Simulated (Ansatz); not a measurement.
**Hypothetical R-3m LuCuSe2, response to strain**

The reference is LuCuSe2 (space group R-3m, No. 166; a hypothetical phase, not in the database extracts checked).

```
CELL_PARAMETERS angstrom
      1.98335     1.14509     6.12977
     -1.98335     1.14509     6.12977
      0.00000    -2.29018     6.12977
ATOMIC_POSITIONS crystal
  Lu 0.00000 0.00000 0.00000
  Cu 0.50000 0.50000 0.50000
  Se 0.24550 0.24550 0.24550
  Se 0.75450 0.75450 0.75450
```

Cartesian axes are those of the cell as printed.

Strains are applied to the cell and any free atomic positions relax; under biaxial strain the out-of-plane vector relaxes too; under stress the whole cell relaxes.

Level of theory: r2SCAN (Ansatz, a program for electronic structure, PAW, no spin-orbit coupling).

```csv
variant,band gap,shortest interatomic distance,smallest direct gap
base,1.28 eV,2.710 Å,1.77 eV
"biaxial strain +0.95 %, plane normal [001], relaxed out of plane",1.38 eV,2.724 Å,1.85 eV
isotropic strain −0.88 %,1.20 eV,2.681 Å,1.74 eV
isotropic strain +0.77 %,1.35 eV,2.737 Å,1.81 eV
isotropic strain +0.96 %,1.36 eV,2.743 Å,1.82 eV
isotropic strain +1.06 %,1.37 eV,2.747 Å,1.82 eV
uniaxial strain ε_xx = +1.14 %,1.30 eV,2.705 Å,1.80 eV
uniaxial strain ε_zz = −1.17 %,1.30 eV,2.698 Å,1.80 eV
tensor shear ε_xy = −1.37 %,1.15 eV,2.672 Å,1.74 eV
"uniaxial stress, 1 GPa compression along x",1.05 eV,2.635 Å,1.72 eV
```

Beyond what the load breaks, stability against distortions was not tested. All final runs are without spin polarisation.
